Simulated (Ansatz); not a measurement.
Consider Li in the bcc (W type) structure (space group Im-3m, No. 229; a = 3.434 Å; relaxed with 0.1 eV smearing). Axes: x, y, z lie along the cube axes.

Computed with Kohn–Sham DFT with the PBEsol functional, run in Ansatz (a first-principles code) with PAW and 420 eV plane waves, no SOC.

Before the change:

```
Quantity                         Value
-----------------------------  -------
Shortest interatomic distance  2.974 Å
```

Modification: tensile biaxial strain of 2.00 % in the plane normal to [001], as in epitaxy on a mismatched substrate; the out-of-plane cell vector and the atoms relax.

### Question
What does the calculation give for the shortest interatomic distance and ratio −ε⊥/ε∥ after the change?

### Answer
The shortest interatomic distance grows by 0.009 Å, from 2.974 Å to 2.983 Å; the ratio −ε⊥/ε∥ comes out as 1.61.

Whether these cells are dynamically stable was not tested.
